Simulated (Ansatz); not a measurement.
## What electrons 7.0×10^21 cm⁻³ does to KTaO3

Start from KTaO3 in the cubic perovskite structure (space group Pm-3m, No. 221; a = 3.989 Å).

Perturbation: 0.444 electrons added to each cell, a density of 7.0×10^21 cm⁻³, with a uniform compensating background at fixed cell and a 300 K Fermi–Dirac width.

Computed with DFT with r2SCAN, PAW potentials and a 500 eV plane-wave cutoff in Ansatz (a program for electronic structure), no spin-orbit coupling, earlier PAW set. Settings: 12×12×12 k-points, 0.0259 eV Fermi–Dirac smearing.

```tsv
quantity	base	changed	shift
gap between the host's bands	2.64 eV	3.02 eV	+0.38 eV
gap character	indirect, R → Γ	indirect, R → Γ	–
Fermi level relative to the doped band's edge (positive inside the band; to 0.05 eV)	–	+0.80 eV	–
```

Final structure:

```
CELL_PARAMETERS angstrom
      3.98928     0.00000     0.00000
      0.00000     3.98928     0.00000
      0.00000     0.00000     3.98928
ATOMIC_POSITIONS crystal
  K  0.00000 0.00000 0.00000
  Ta 0.50000 0.50000 0.50000
  O  0.00000 0.50000 0.50000
  O  0.50000 0.50000 0.00000
  O  0.50000 0.00000 0.50000
```
Cell charge -0.444407.

Charged cell with a jellium background: band edges are those of the host's band count, energies are not comparable with the neutral cell, and many-body gap narrowing is missing. With Ta present, leaving out spin-orbit coupling can change the band edges. Stability against distortions was not tested.
